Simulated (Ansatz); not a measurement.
## Pressure series in hypothetical rutile HfS2

The parent structure is HfS₂ in the rutile structure (space group P4_2/mnm, No. 136; a = 6.0239 Å, c = 3.6521 Å; a hypothetical phase, not in the database extracts checked).

Cell and atoms are relaxed at each pressure.

Computed with Ansatz (a quantum-chemistry and plane-wave program), PBEsol, PAW, cutoff 420 eV, spin-orbit coupling left out, earlier PAW set.

```json
[
 {"pressure (GPa)": "-1", "volume per atom (Å³/atom)": "22.324"},
 {"pressure (GPa)": "0", "volume per atom (Å³/atom)": "22.087"},
 {"pressure (GPa)": "1.8", "volume per atom (Å³/atom)": "21.695"},
 {"pressure (GPa)": "4.2", "volume per atom (Å³/atom)": "21.225"},
 {"pressure (GPa)": "9", "volume per atom (Å³/atom)": "20.422"},
 {"pressure (GPa)": "18", "volume per atom (Å³/atom)": "19.235"},
 {"pressure (GPa)": "30", "volume per atom (Å³/atom)": "18.032"},
 {"pressure (GPa)": "45", "volume per atom (Å³/atom)": "?"},
 {"pressure (GPa)": "60", "volume per atom (Å³/atom)": "15.990"}
]
```

Question: Fit the third-order Birch–Murnaghan form P(V) = (3B₀/2)[(V₀/V)^(7/3) − (V₀/V)^(5/3)]·[1 + (3/4)(B₀′ − 4)((V₀/V)^(2/3) − 1)] (squares taken in P) to the rows shown and predict the withheld row.

Answer: Least squares on the printed values gives V₀ = 22.080 Å³/atom, B₀ = 100 GPa, B₀′ = 3.8; this predicts 16.882 Å³/atom, and the run gives 16.885 Å³/atom, 0.003 higher.

A case with no gap was solved on a k-mesh chosen for an insulator, which is coarse for it. Load acts through the strain it causes; cell and atoms are relaxed under it. Whether these cells are dynamically stable was not tested. Competing high-pressure phases were not computed. The final runs are not spin-polarised.
